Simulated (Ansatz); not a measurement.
The parent structure is BeTe in the zinc blende structure (space group F-43m, No. 216; a = 5.554 Å).

Computed with LDA in Ansatz (plane waves to 420 eV, PAW, no SOC).

Before the change:

| Property | Value |
|---|---|
| Electron mass | 1.3 mₑ along k, 0.24 mₑ across (at X) |
| Band gap | 1.79 eV |

Modification: a hydrostatic pressure of 4.5 GPa.

Problem. Predict the new electron mass and band gap.

Solution. The electron mass becomes 1.2 mₑ along k, 0.24 mₑ across (at X) (base: 1.3 mₑ along k, 0.24 mₑ across (at X)); the band gap falls by 0.16 eV, from 1.79 eV to 1.63 eV.

With Te present, leaving out spin-orbit coupling can change the band edges. Load acts through the strain it causes; cell and atoms are relaxed under it. Masses are band curvatures over ±0.01 Å⁻¹ around the edge. Along k means along the line from Γ to the band edge. No phonon test of stability was made.

Ansatz is a first-principles code.
